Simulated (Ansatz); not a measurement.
Functionals compared on a constructed model of the (110) surface of bcc Fe, ferromagnetic, a pseudomorphic layer of Au in the host's stacking (bottom of the slab: a bare face, its two planes held), in Ansatz (plane waves, PAW). The structure was relaxed with PBE; the other rows are single points on it. Cutoff 420 eV.

Model: 7-atom slab, 12.4 Å thick at the start, 16x16x1 mesh, Fermi-Dirac 0.1 eV, dipole correction, 2 atoms held, the rest relaxed; start symmetry kept, larger cells not searched; spin-polarised, ending with about 13.9 μB a cell; orders that need a larger cell were not tried, no spin-orbit, no U. It is one candidate, not shown to be the stable structure of the face. These notes are the PBE run's.

| functional | work function of the top face (eV) | magnetic moment of the cell (μB) | rough cost of the single point |
|---|---|---|---|
| PBE | 4.98 | 13.91 | – |
| RPBE | [?] | 14.12 | very roughly 5 core-minutes |

### Question
Complete the blanks.

### Answer

- RPBE, work function of the top face (eV): 4.80

Ansatz is an electronic-structure program.
